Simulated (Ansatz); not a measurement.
The reference is CdSe in the wurtzite structure (space group P6_3mc, No. 186; a = 4.3828 Å, c = 7.1544 Å). Axes: x lies along a and z along c of the hexagonal cell.

The values are results of PBE/PAW in Ansatz (a first-principles code), no SOC, not measurements.

The change: the cell is scaled by 1.0300 in all directions, atoms relaxed at fixed cell.

**Question.** Predict the stress tensor and what it implies for the stiffness.

**Answer.** Stress of the strained cell less that of the base (GPa, compression positive):
```
  -3.21    0.00    0.00
   0.00   -3.21    0.00
   0.00    0.00   -3.23
```

Then B = −ΔP/(ΔV/V₀) with ΔV/V₀ = 0.0927 gives secant stiffness values (nonlinear terms included at this strain): B (at held cell shape, above the free-shape value) ≈ 35 GPa.

As a check, the harmonic strain energy −½ V₀ Δσ:ε is 27 meV/atom; the computed energy rise is 30 meV/atom.

Whether these cells are dynamically stable was not tested.
